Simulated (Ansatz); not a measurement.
We consider pyrite PtAs2, described by PBE-D4 (PAW; Ansatz, an electronic-structure program).

Run with plane-wave cutoff 520 eV, 6×6×6 k mesh, Fermi–Dirac smearing 0.01 eV, scalar-relativistic PAW data made under PBE.

The volume scan:

| V (Å³/atom) | E − E_lowest (meV/atom) |
|---|---|
| 17.234 | 14.71 |
| 17.593 | 3.53 |
| 17.952 | 0.00 |
| 18.311 | 3.25 |
| 18.670 | 12.50 |

Estimate the bulk modulus and its pressure derivative from these points.

V0 = 17.952 Å³/atom, B0 = 151 GPa, B′ = 5.1 (fit to the energies at full precision).

Shape and atoms are relaxed at each volume.

Measured, for comparison: equilibrium volume per atom 17.70 Å³/atom (temperature not stated, no zero-point or thermal correction; as tabulated in Wikipedia's data pages). Computed (rounded) less measured: equilibrium volume per atom +1.4 %.

Note: the bulk modulus comes from volumes at which shape and atoms were relaxed.

Spin–orbit coupling is not included.

The computed numbers hold no vibrational or temperature effects.
